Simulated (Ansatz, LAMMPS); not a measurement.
Ge well of 16 atomic layers along [001] in random Si0.3Ge0.7, interfaces graded over 8 layers

Cell 17.02 × 17.02 × 57.46 Å, Si113Ge607, 720 atoms. Prepared with Tersoff's 1989 multicomponent potential (SiCGe.tersoff) in LAMMPS: minimisation. 

These are PBE, support functions at accuracy medium on the grid of 370 eV (norm-conserving potentials; Ansatz, a quantum-chemistry and plane-wave program) values and carry that method's errors.

Basis: localised support functions (accuracy medium) on a full density matrix. k-points: zone centre alone; occupations: Fermi-Dirac, 0.010 eV; spin polarisation not allowed. Scalar-relativistic, no spin-orbit coupling.

| Quantity | Value |
|---|---|
| Kohn-Sham gap of the cell on its k-mesh | 0.10 eV |
| weight of the highest filled level on the well | 0.74 |
| weight of the lowest empty level on the well | 0.43 |
| coordination (neighbours within 2.929 Å) | 100.0 % 4-fold |
| Ge-Ge bonds, mean ± spread | 2.482 ± 0.005 Å |
| Ge-Si bonds, mean ± spread | 2.436 ± 0.006 Å |
| Si-Si bonds, mean ± spread | 2.389 ± 0.006 Å |
| bond angles, mean ± spread | 109.5° ± 1.1° |
| pressure | 0.37 GPa |
| cost of the final run | about 30 core-minutes (a rough figure), 13 SCF iterations, 15 GiB |
